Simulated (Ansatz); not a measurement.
## HgS, pressure series

Take HgS in the zinc blende structure (space group F-43m, No. 216; a = 5.876 Å) as the base.

Cell and atoms are relaxed at each pressure.

All numbers come from PBEsol/PAW in Ansatz (a program for electronic structure), no spin-orbit coupling.

Notes on the quantities. enthalpy: H = E + PV relative to the base's energy.

| change | enthalpy | volume per atom |
|---|---|---|
| base | – | 25.36 Å³ |
| pressure −2 GPa | -0.32 eV/atom | 26.30 Å³ |
| pressure −1 GPa | -0.16 eV/atom | 25.80 Å³ |
| pressure 0.9 GPa | +0.14 eV/atom | 25.00 Å³ |
| pressure 2.1 GPa | +0.33 eV/atom | 24.56 Å³ |
| pressure 4.5 GPa | +0.69 eV/atom | 23.79 Å³ |
| pressure 9 GPa | +1.34 eV/atom | 22.65 Å³ |
| pressure 15 GPa | +2.17 eV/atom | 21.49 Å³ |
| pressure 22.5 GPa | +3.14 eV/atom | 20.38 Å³ |
| pressure 30 GPa | +4.08 eV/atom | 19.51 Å³ |

A case with no gap was solved on a k-mesh chosen for an insulator, which is coarse for it. Load acts through the strain it causes; cell and atoms are relaxed under it. No phonon test of stability was made. Tetrahedral semiconductors of this kind turn to denser phases somewhere between about 1 and 50 GPa; those were not computed, so compressed cells here can lie past the real transition. All final runs are without spin polarisation.
